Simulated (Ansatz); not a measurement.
What pressure 7.5 GPa does to VN

Start from VN in the rock salt structure (space group Fm-3m, No. 225; a = 4.117 Å).

It is then changed as follows: cell and atoms relaxed at a pressure of 7.5 GPa.

Level of theory: PBE (Ansatz, an electronic-structure program; PAW; 420 eV plane waves; no spin-orbit coupling). Γ-centred 19×19×19 mesh, Fermi–Dirac width 0.05 eV.

```csv
quantity,base,changed,shift
volume per atom,8.72 Å³,8.53 Å³,-0.196 Å³
density,6.18 g/cm³,6.33 g/cm³,+0.142 g/cm³
lattice parameter a,4.117 Å,4.086 Å,-0.031 Å
shortest interatomic distance,2.058 Å,2.043 Å,-0.0155 Å
enthalpy H = E + PV relative to the base's energy,–,+0.40 eV/atom,–
band gap,zero,zero,–
```

Final structure:

```xyz
2
Lattice="0.0000 2.0429 2.0429 2.0429 0.0000 2.0429 2.0429 2.0429 0.0000" Properties=species:S:1:pos:R:3 pbc="T T T"
N      0.0000     0.0000     0.0000
V      2.0429     2.0429     2.0429
```

Load acts through the strain it causes; cell and atoms are relaxed under it. No phonon test of stability was made. Competing high-pressure phases were not computed. Seeded moments were not kept for the base. The final runs are not spin-polarised.
